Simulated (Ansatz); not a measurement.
The reference is IrO2 in the rutile structure (space group P4_2/mnm, No. 136).

```
IrO2
1.0
    4.52931     0.00000     0.00000
    0.00000     4.52931     0.00000
    0.00000     0.00000     3.17991
Ir O
2 4
Cartesian
  0.00000   0.00000   0.00000
  2.26466   2.26466   1.58996
  1.39702   1.39702   0.00000
  3.66168   0.86763   1.58996
  0.86763   3.66168   1.58996
  3.13229   3.13229   0.00000
```

Level of theory: plane-wave PAW DFT at the PBE level (Ansatz, a quantum-chemistry and plane-wave program, 420 eV), no SOC, earlier PAW set.

Before the change:

* **c/a ratio**: 0.702
* **Band gap**: zero
* **Volume per atom**: 10.87 Å³

Modification: Sn takes the place of Ir on all its sites, then cell and atoms are relaxed.

Task: What does the calculation give for the valence-band top at Γ after the change?

Result: The valence-band top at Γ (three highest levels, from the VBM) comes out as 0.00, -0.73, -0.73 eV.

Task: Estimate the effect on the c/a ratio.

Result: The c/a ratio drops by 0.031 to 0.671.

Task: What happens to the electron mass?

Result: The electron mass comes out as 0.16 mₑ along c, 0.17 mₑ across (at Γ).

Task: What does the calculation give for the band gap after the change?

Result: The band gap goes from zero to 0.68 eV.

Task: How does this affect the volume per atom?

Result: The volume per atom goes up by 1.705 Å³ to 12.58 Å³.

Masses are band curvatures over ±0.01 Å⁻¹ around the edge. Whether these cells are dynamically stable was not tested. No Hubbard U is applied, and correlation can decide whether such a compound is a metal. The final runs are not spin-polarised.
